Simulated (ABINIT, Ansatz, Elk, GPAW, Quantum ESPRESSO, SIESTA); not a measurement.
**One structure in several programs: SnSe2 (P-3m1, 3 atoms in the cell)**

Self-consistent single point.

```
CELL_PARAMETERS angstrom
      3.76391     0.00000     0.00000
     -1.88196     3.25964     0.00000
      0.00000     0.00000     6.35422
ATOMIC_POSITIONS crystal
  Sn 0.00000 0.00000 0.00000
  Se 0.66667 0.33333 0.75710
  Se 0.33333 0.66667 0.24290
```

Shared settings, as Ansatz (an electronic-structure program) writes them: kpoints.mp_grid.grid = 4 4 2; scf.occupations.method = fixed. Potentials and cutoffs stand in the table.

```tsv
code	model	pressure (GPa)	largest force (eV/Å)	gap on the mesh (eV)	cutoff
GPAW	PBE, GPAW PAW datasets PBE (gpaw-data 1.0.1)	6.62	0.777	0.908	600 eV
Ansatz	PBE, PAW files	6.82	0.802	0.895	420 eV
ABINIT	PBE, PAW (JTH v2.0 PBE PAW)	6.75	0.805	0.891	544 eV
Elk	PBE, all-electron FP-LAPW, Elk's shipped species files, LAPW+lo basis	–	–	0.895	rgkmax 7.5
Quantum ESPRESSO	PBE, SSSP 1.1.2 efficiency (PBE) pseudopotentials	6.96	0.829	0.889	40 Ry
SIESTA	GGA PBE, numerical atomic orbitals DZP, PseudoDojo PBE standard norm-conserving potentials (rewritten from UPF to PSML)	10.62	1.455	0.977	grid 350 Ry
```

A dash marks a value that a program does not give, or that is left out as unsure.

Gaps are read on the mesh. Another mesh or the band path gives a smaller gap, so these values are not converged in the mesh.

The spread over the programs that give each value: pressure within 4.00 GPa; largest force within 0.678 eV/Å; gap on the mesh within 0.088 eV.

SIESTA uses small atom-centred bases, whose incompleteness enters pressures, forces and empty levels differently from a plane-wave cutoff. Elk treats all electrons, but the usual bases taken here (sphere radii, linearisation, local orbitals, empty states) were not tested for convergence, so the values are no reference for the others. Ansatz's pressure is given at a fixed set of plane waves, as the other plane-wave codes print theirs. In the pressure, SIESTA (by 3.83) lies more than 1 GPa from the median of the plane-wave programs. In the force vectors, SIESTA (by 0.651) lies more than 0.08 eV/Å from the median of the plane-wave programs.

On the base mesh (8 8 4) the same programs gave: Ansatz pressure 6.42 GPa, gap on the mesh 0.837 eV; Quantum ESPRESSO pressure 6.57 GPa, gap on the mesh 0.831 eV; ABINIT pressure 6.35 GPa, gap on the mesh 0.832 eV; GPAW pressure 6.23 GPa, gap on the mesh 0.850 eV; Elk gap on the mesh 0.837 eV; SIESTA pressure 10.16 GPa, gap on the mesh 0.921 eV.

The values differ from the base mesh's, so the mesh still matters here: the table compares the programs at equal settings.

The starting cell comes from a database of computed structures (which also holds hypothetical and non-ambient phases and stackings), without a prior relaxation at this level. Its lattice was rescaled by a random factor within 2.5 % of one.

Left out of this page: CP2K (on another mesh).

Keys are those of Ansatz 0.2.
